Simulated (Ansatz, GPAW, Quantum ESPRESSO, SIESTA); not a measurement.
## Code comparison for YCo4Si (P-6m2, 6 atoms in the cell)

Self-consistent single point.

```
CELL_PARAMETERS angstrom
      5.07588     0.00000     0.00000
     -2.53794     4.39584     0.00000
      0.00000     0.00000     3.71864
ATOMIC_POSITIONS crystal
  Y  0.66667 0.33333 0.00000
  Co 0.33333 0.66667 0.00000
  Co 0.66668 0.83334 0.50000
  Co 0.16666 0.33332 0.50000
  Co 0.16666 0.83334 0.50000
  Si 0.00000 0.00000 0.00000
```
Moments meant for the start (each program seeds them in its own way; μB, in the order of the atoms Y Co Co Co Co Si): 0.0 3.0 3.0 3.0 3.0 0.0.

Shared settings, as Ansatz (a program for electronic structure) writes them: kpoints.mp_grid.grid = 5 5 6; scf.occupations.method = fermi_dirac; scf.occupations.width = 0.1 eV. Potentials and cutoffs stand in the table.

```json
[
 {"code": "GPAW", "model": "PBEsol, GPAW PAW datasets PBEsol (made by gpaw-setup)", "pressure (GPa)": "-6.87", "largest force (eV/Å)": "0.052", "size of the net moment (μB/atom)": "0.62", "cutoff": "800 eV"},
 {"code": "SIESTA", "model": "GGA PBEsol, numerical atomic orbitals DZP, PseudoDojo PBEsol standard norm-conserving potentials (rewritten from UPF to PSML)", "pressure (GPa)": "-9.75", "largest force (eV/Å)": "0.232", "size of the net moment (μB/atom)": "0.64", "cutoff": "grid 400 Ry"},
 {"code": "Ansatz", "model": "PBEsol, PAW files made with PBE", "pressure (GPa)": "-7.65", "largest force (eV/Å)": "0.055", "size of the net moment (μB/atom)": "0.62", "cutoff": "420 eV"},
 {"code": "Quantum ESPRESSO", "model": "PBEsol, PSlibrary PAW (PBE) pseudopotentials", "pressure (GPa)": "-8.19", "largest force (eV/Å)": "0.055", "size of the net moment (μB/atom)": "0.62", "cutoff": "50 Ry"}
]
```

On Ansatz's run: the magnetic order is the one reached from the typed start; others were not searched systematically.

The spread over the programs that give each value: pressure within 2.88 GPa; largest force within 0.180 eV/Å; size of the net moment within 0.02 μB/atom.

SIESTA uses small atom-centred bases, whose incompleteness enters pressures, forces and empty levels differently from a plane-wave cutoff. Ansatz's pressure is given at a fixed set of plane waves, as the other plane-wave codes print theirs; with its correction for the finite basis it is -7.58 GPa. In the pressure, SIESTA (by 2.10) lies more than 1 GPa from the median of the plane-wave programs. In the force vectors, SIESTA (by 0.177) lies more than 0.08 eV/Å from the median of the plane-wave programs.

The starting cell comes from a database of computed structures (which also holds hypothetical and non-ambient phases and stackings), without a prior relaxation at this level.

Keys are those of Ansatz 0.2.
